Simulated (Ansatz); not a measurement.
The reference is WS$_{2}$ (space group P6_3/mmc, No. 194; layered, stacked along the Cartesian z axis).

```yaml
crystal:
  lattice:
    - [3.11474, 0.00000, 0.00000]
    - [-1.55737, 2.69745, 0.00000]
    - [0.00000, 0.00000, 11.77237]
  atoms:
    - { symbol: W, position: [0.66667, 0.33333, 0.25000] }
    - { symbol: W, position: [0.33333, 0.66667, 0.75000] }
    - { symbol: S, position: [0.66667, 0.33333, 0.88355] }
    - { symbol: S, position: [0.33333, 0.66667, 0.38355] }
    - { symbol: S, position: [0.33333, 0.66667, 0.11645] }
    - { symbol: S, position: [0.66667, 0.33333, 0.61645] }
```

Cartesian axes are those of the cell as printed.

Level of theory: Ansatz (an electronic-structure program), PBEsol-D3(BJ), PAW, cutoff 420 eV, no SOC.

Modification: the cell is compressed by 2.40 % along z with no lateral relaxation, atoms relaxed at fixed cell.

Problem. Predict the stress tensor and what it implies for the stiffness.

Solution. Stress of the strained cell less that of the base (GPa, compression positive):
```
   0.51    0.00    0.00
   0.00    0.51    0.00
   0.00    0.00    3.00
```

Then −Δσ_ii/ε with ε = -0.0240 gives secant stiffness values (nonlinear terms included at this strain): C33 ≈ 125 GPa, C13 ≈ 21 GPa and C23 ≈ 21 GPa.

No phonon test of stability was made.
